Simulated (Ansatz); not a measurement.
Consider interstitial Zn in zinc-blende AlN, charge state +2. Calculation: PBE, PAW (plane waves to 420 eV; Ansatz, an electronic-structure program).

Cell of 64 host sites held at the relaxed PBE lattice; the Γ point alone; Fermi-Dirac width 0.01 eV, spin-restricted; finite-size errors left in. No zero-point or tunnelling terms. The host's phase is taken as given; its stability against other phases was not computed. The charge state is imposed; whether it is stable for some Fermi level was not computed. Sites that were not tried may lie lower.

Barriers: single points on a 2×2×2 k-point mesh shifted by half a step at the bands' geometries.

The step: several atoms move together, Al the farthest. Atoms about the jump, Cartesian Å from the middle of the jump, before and after:

| atom | x0 | y0 | z0 | x1 | y1 | z1 |
|---|---|---|---|---|---|---|
| Al1 | 0.00 | 0.94 | 0.00 | 0.00 | -0.94 | 0.00 |
| N2 | 1.12 | 0.00 | 1.12 | 1.14 | -0.10 | 1.14 |
| N3 | -1.12 | 0.00 | -1.12 | -1.14 | -0.10 | -1.14 |
| N4 | -1.12 | -2.13 | 1.12 | -1.05 | -2.08 | 1.05 |
| Zn5 | 0.00 | 3.34 | 0.00 | 0.00 | 1.50 | 0.00 |
| Al6 | 0.00 | -1.07 | 2.24 | 0.03 | -1.07 | 2.44 |
| Al7 | -2.24 | -1.07 | 0.00 | -2.44 | -1.07 | -0.03 |
| N8 | -1.12 | 2.22 | 1.12 | -1.21 | 2.34 | 1.21 |
| Al9 | 2.24 | -1.07 | 0.00 | 2.44 | -1.07 | 0.02 |
| Al10 | 0.00 | -1.07 | -2.24 | -0.02 | -1.07 | -2.44 |
| N11 | 1.12 | -2.13 | -1.12 | 1.05 | -2.08 | -1.05 |
| Al12 | -2.23 | 1.11 | 2.23 | -2.22 | 1.15 | 2.22 |
| N13 | -1.10 | 0.03 | 3.30 | -1.12 | 0.05 | 3.34 |
| N14 | -3.30 | 0.03 | 1.10 | -3.34 | 0.05 | 1.12 |
| Al15 | 0.00 | -3.07 | 0.00 | 0.00 | -3.45 | 0.00 |
| N16 | 1.12 | 2.22 | -1.12 | 1.21 | 2.34 | -1.21 |
| Al17 | 2.22 | 1.12 | 2.22 | 2.21 | 1.15 | 2.21 |
| Al18 | -2.22 | 1.12 | -2.22 | -2.21 | 1.15 | -2.21 |

Q: Where do these atoms stand at the saddle point, and how high is it?

A: 
```
atom      x      y      z
----  -----  -----  -----
Al1   -0.31   0.03   0.31
N2     1.20  -0.09   1.23
N3    -1.23  -0.09  -1.20
N4    -1.05  -1.98   1.05
Zn5    0.06   2.33  -0.06
Al6    0.06  -1.14   2.42
Al7   -2.42  -1.14  -0.06
N8    -1.22   2.26   1.22
Al9    2.28  -1.10   0.00
Al10   0.00  -1.10  -2.28
N11    1.10  -2.13  -1.10
Al12  -2.27   1.09   2.27
N13   -1.09   0.02   3.33
N14   -3.33   0.02   1.09
Al15   0.02  -3.24  -0.02
N16    1.32   2.44  -1.32
Al17   2.23   1.17   2.22
Al18  -2.22   1.17  -2.23
```
It lies 1.70 eV above the start and 1.66 eV above the end. The saddle point's order was not checked, and it lies on a symmetry element of the cell, where a band can be held. Symmetry-equivalent saddle points exist between the same ends.
